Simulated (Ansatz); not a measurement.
TaAs with two functionals

Base system: TaAs (space group I4_1md, No. 109; a = 3.463 Å, c = 11.733 Å).

(Cell as relaxed with PBE.)

Levels (all Ansatz, a program for electronic structure, PAW): PBE (420 eV, no spin-orbit coupling); PBEsol (420 eV, no spin-orbit coupling).

Each level relaxes its own structure.

```csv
quantity,PBE,PBEsol
volume per atom,17.59 Å³,___
lattice parameter a,3.463 Å,___
lattice parameter c,11.733 Å,___
band gap,zero,___
```

### Question
Given the PBE results, estimate those of PBEsol.

### Answer

- volume per atom, PBEsol: 17.02 Å³
- lattice parameter a, PBEsol: 3.429 Å
- lattice parameter c, PBEsol: 11.582 Å
- band gap, PBEsol: zero

PBE's volume per atom lies 0.57 Å³ above PBEsol's (3.3 %); PBE's lattice parameter a lies 0.034 Å above PBEsol's (1.0 %); PBE's lattice parameter c lies 0.151 Å above PBEsol's (1.3 %); the two agree on the band gap. Neither level is exact; PBEsol is the comparison here, not a measurement.

Spin-orbit coupling, missing from the scalar runs, can matter with Ta. Whether these cells are dynamically stable was not tested. The final runs are not spin-polarised. The zero or small gap of TaAs can change with the level of theory.
